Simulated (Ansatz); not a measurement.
CsCl-type TiCo, treated with HSE06 (plane waves, PAW; Ansatz, a first-principles code).

Run with plane-wave cutoff 460 eV, 10×10×10 k mesh, Fermi–Dirac smearing 0.05 eV, no spin polarisation, scalar-relativistic PAW data made under PBE.

Cell (relaxed at this level):

```xyz
2
Lattice="2.9380 0.0000 0.0000 0.0000 2.9380 0.0000 0.0000 0.0000 2.9380" Properties=species:S:1:pos:R:3 pbc="T T T"
Ti     0.0000     0.0000     0.0000
Co     1.4690     1.4690     1.4690
```

### Question
What does this level give for the bulk modulus?

### Answer

bulk modulus: 204 GPa

Measured, for comparison: bulk modulus 154 GPa (room temperature, no zero-point or thermal correction; as tabulated in Yamada et al. (2019), arXiv:1910.09660). Computed (rounded) less measured: bulk modulus +32 %.

Note: the run has no spin polarisation, so it can have missed a magnetic state.

Static lattice: no zero-point or thermal effects.
